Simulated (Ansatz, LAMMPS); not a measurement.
Random Si-Ge alloy, 4x4x4 cubic cells, lattice parameter by Vegard's rule. Cell 22.20 × 22.20 × 22.20 Å, Si371Ge141, 512 atoms. Prepared with Tersoff's 1989 multicomponent potential (SiCGe.tersoff) in LAMMPS: minimisation. 

Basis: localised support functions (accuracy medium) on a full density matrix. k-points: zone centre alone; occupations: Fermi-Dirac, 0.020 eV; spin polarisation not allowed. Scalar-relativistic, no spin-orbit coupling.

Question: Give the energy, gap and bonding at the level Ansatz (a first-principles code) with PBE, support functions at accuracy medium on the grid of 370 eV.

Answer: 
energy over the perfect crystal(s), per atom: 15 meV/atom
Kohn-Sham gap of the cell on its k-mesh: 0.57 eV
coordination (neighbours within 2.852 Å): 100.0 % 4-fold
Ge-Ge bonds, mean ± spread: 2.468 ± 0.008 Å
Ge-Si bonds, mean ± spread: 2.423 ± 0.007 Å
Si-Si bonds, mean ± spread: 2.379 ± 0.006 Å
bond angles, mean ± spread: 109.5° ± 1.1°
pressure: -0.46 GPa
